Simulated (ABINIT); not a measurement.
Worked example: self-consistent single point of CrO2 (P4_2/mnm, 6 atoms in the cell) in ABINIT.

Method of the run: LDA (PW92), PAW (JTH v2.0 LDA PAW) (plane waves; ABINIT 10.0.3).

```
CELL_PARAMETERS angstrom
      4.34305     0.00000     0.00000
      0.00000     4.34305     0.00000
      0.00000     0.00000     2.87018
ATOMIC_POSITIONS crystal
  Cr 0.00000 0.00000 0.50000
  Cr 0.50000 0.50000 0.00000
  O  0.19726 0.19726 0.00000
  O  0.80274 0.80274 0.00000
  O  0.30274 0.69726 0.50000
  O  0.69726 0.30274 0.50000
```
Moments meant for the start (each program seeds them in its own way; μB, in the order of the atoms Cr Cr O O O O): 3.0 3.0 0.0 0.0 0.0 0.0.

Reference input (self-consistent single point, DFT, PBE, plane waves, PAW (JTH v2.0 PBE PAW)): pseudos = [Cr.GGA_PBE-JTH.xml, O.GGA_PBE-JTH.xml]; ecut = 816 eV; pawecutdg = 1633 eV; nsppol = 2; occopt = 3; tsmear = 0.00499791 Ha; ngkpt = 5 5 7; nshiftk = 1; shiftk = 0 0 0; potentials = JTH v2.0 PBE PAW; nband = 37; kptopt = 1. This run's input differs from it in these lines:

```diff
@@ -1,4 +1,4 @@
-# CrO2, JTH v2.0 PBE PAW
+# CrO2, JTH v2.0 LDA PAW
 pp_dirpath "./"
-pseudos "Cr.GGA_PBE-JTH.xml, O.GGA_PBE-JTH.xml"
+pseudos "Cr.LDA_PW-JTH.xml, O.LDA_PW-JTH.xml"
 acell 4.3430520000 4.3430520000 2.8701820000 Angstrom
```

Its files differ too (potentials: JTH v2.0 PBE PAW → JTH v2.0 LDA PAW).

The program printed (abridged):

```
--- !BeginCycle
solver: {iscf: 17, nstep: 50, nline: 4, wfoptalg: 10, }
tolerances: {tolvrs: 1.00E-11, }
...

     iter   Etot(hartree)     deltaE(h) residm    nres2    magn
 ETOT  1  -239.25375198784    -2.39E+02 2.37E+00 8.10E+02 3.228
 ETOT  2  -243.00076813417    -3.75E+00 6.43E-02 5.50E+03 0.360
 ETOT  3  -239.69325036411     3.31E+00 2.40E-01 6.92E+01 3.580
 ETOT  4  -239.76818481815    -7.49E-02 3.28E-02 6.86E+01 3.448
 ETOT  5  -239.74414027487     2.40E-02 4.62E-02 1.04E+00 3.880
   [... 11 lines left out ...]
 ETOT 17  -239.74836721553    -4.29E-11 1.01E-03 4.89E-09 3.934
 ETOT 18  -239.74836721553     2.84E-12 7.89E-04 2.63E-10 3.934
 ETOT 19  -239.74836721553     1.11E-12 8.66E-04 6.09E-11 3.934
 ETOT 20  -239.74836721553    -3.61E-12 6.48E-04 5.39E-12 3.934
 At SCF step   20       nres2   =  5.39E-12 < tolvrs=  1.00E-11 =>converged.

 Cartesian components of stress tensor (hartree/bohr^3)
  sigma(1 1)= -8.90839237E-05  sigma(3 2)=  0.00000000E+00
  sigma(2 2)= -8.90839237E-05  sigma(3 1)=  0.00000000E+00
  sigma(3 3)= -8.76747646E-06  sigma(2 1)=  0.00000000E+00

 Integrated electronic and magnetization densities in atomic spheres:
 Radius=ratsph(iatom), smearing ratsm=  0.0000. Diff(up-dn)=approximate z local magnetic moment.
 Atom    Radius    up_density   dn_density  Total(up+dn)  Diff(up-dn)
    1   2.10818     7.062476     5.171331     12.233807     1.891146
    2   2.10818     7.062476     5.171331     12.233807     1.891146
    3   1.41465     2.273777     2.299377      4.573154    -0.025600
    4   1.41465     2.273777     2.299377      4.573154    -0.025600
   [... lines left out ...]
 Total magnetization (from the atomic spheres):             3.679891
 Total magnetization (exact up - dn):                       3.933903
 Fermi (or HOMO) energy (hartree) =   0.24009   Average Vxc (hartree)=  -0.45841
 Fermi (or HOMO) energy (eV) =   6.53321   Average Vxc (eV)= -12.47391
   [... lines left out ...]
'-kT*entropy'       : -5.16439636120679E-03
total_energy        : -2.39748366358579E+02
total_energy_eV     : -6.52388482679121E+03
...

-Cartesian components of stress tensor (GPa)         [Pressure=  1.8333E+00 GPa]
- sigma(1 1)= -2.62093908E+00  sigma(3 2)=  0.00000000E+00
- sigma(2 2)= -2.62093908E+00  sigma(3 1)=  0.00000000E+00
- sigma(3 3)= -2.57948020E-01  sigma(2 1)=  0.00000000E+00

 Calculation completed.
```

The run converged in 20 iterations. 

The starting cell comes from a database of computed structures (which also holds hypothetical and non-ambient phases and stackings), without a prior relaxation at this level. Its lattice was rescaled by a random factor within 2.5 % of one. The magnetic order is the one reached from the typed start; others were not searched systematically.

These are the values that this program gave, and no reference: the one-centre exchange-correlation terms come from a truncated expansion.

Cost on one core of a shared machine: roughly 4 min.
